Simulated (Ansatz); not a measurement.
Band structure of CsLuS2 (P6_3/mmc, 8 atoms in the cell).

```
CELL_PARAMETERS angstrom
      3.98921     0.00000     0.00000
     -1.99460     3.45476     0.00000
      0.00000     0.00000    16.05658
ATOMIC_POSITIONS crystal
  Cs 0.33333 0.66667 0.25000
  Cs 0.66667 0.33333 0.75000
  Lu 0.00000 0.00000 0.50000
  Lu 0.00000 0.00000 0.00000
  S  0.33333 0.66667 0.91088
  S  0.66667 0.33333 0.08912
  S  0.66667 0.33333 0.41088
  S  0.33333 0.66667 0.58912
```

Level of theory: LDA (PW92), PAW files made with PBE (plane waves; Ansatz, an electronic-structure program).

Settings: kpoints.mp_grid.grid = 5 5 1; hamiltonian.xc = lda; hamiltonian.pseudopotentials = {kind: paw} (the program's default PAW files); scf.occupations.method = fixed; kpoints.band_path.npoints = 8.

The starting cell comes from a database of computed structures (which also holds hypothetical and non-ambient phases and stackings), without a prior relaxation at this level. Spin-orbit coupling is off.

Task: Predict the gap along the standard path and the places of the band edges.

Result: The gap along the path is 1.88 eV, from Γ to M; the smallest direct gap on it is 2.51 eV.

Levels in eV from the top of the valence band on the path, bands 43 to 50:
```
point     43     44     45     46    47    48    49    50
-----  -----  -----  -----  -----  ----  ----  ----  ----
Γ       0.00   0.00   0.00   0.00  2.51  2.94  3.37  3.59
M      -1.12  -0.91  -0.78  -0.77  1.88  2.58  3.15  3.97
K      -1.37  -1.15  -1.14  -1.14  3.38  3.69  4.54  4.54
A       0.00   0.00   0.00   0.00  2.76  2.76  3.51  3.51
L      -0.96  -0.96  -0.84  -0.84  2.15  2.15  3.65  3.65
H      -1.30  -1.30  -1.09  -1.09  3.54  3.54  4.55  4.55
```

Keys are those of Ansatz 0.2.
